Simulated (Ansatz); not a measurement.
Results of LDA in Ansatz (plane waves, PAW) for PbSnS2 (within 0.1 Å of Cc, No. 9, 8 atoms in the cell; start mp-1218961).

Settings: plane-wave cutoff 520 eV, 8×8×4 k mesh (along the axes of the cell as run), Fermi–Dirac smearing 0.01 eV, scalar-relativistic PAW data made under PBE.

Cell (relaxed with PBE-D3(BJ)):

```cif
data_Pb4S8Sn4
_chemical_formula_sum 'Sn4 Pb4 S8'
_space_group_name_H-M_alt 'Cc'
_space_group_IT_number 9
_space_group_name_Hall 'C -2yc'
_cell_length_a 5.85551
_cell_length_b 5.86874
_cell_length_c 11.67971
_cell_angle_alpha 90.000
_cell_angle_beta 101.356
_cell_angle_gamma 90.000
loop_
_atom_site_label
_atom_site_type_symbol
_atom_site_symmetry_multiplicity
_atom_site_Wyckoff_symbol
_atom_site_fract_x
_atom_site_fract_y
_atom_site_fract_z
_atom_site_occupancy
Sn1 Sn 4 a 0.27237 0.07450 0.87373 1
Pb1 Pb 4 a 0.20911 0.41656 0.11539 1
S1 S 4 a 0.30448 0.38481 0.36024 1
S2 S 4 a 0.21375 0.10453 0.65071 1
```
(The calculation used a cell of 8 atoms; values per cell refer to that cell.)

Problem. Estimate the band gap, smallest direct gap on the k points sampled and direct gap at Γ that the calculation returns.

Solution. 
* **band gap**: 0.78 eV
* **smallest direct gap on the k points sampled**: 0.93 eV
* **direct gap at Γ**: 1.36 eV

Note: cell and atoms aren't relaxed at this level (pressure -2.6 GPa).

Spin–orbit coupling is not included; with these elements it can move the gap by several tenths of an eV or more.

A start named mp-… is a Materials Project structure, which need not be a measured phase.

Ansatz is a first-principles code.
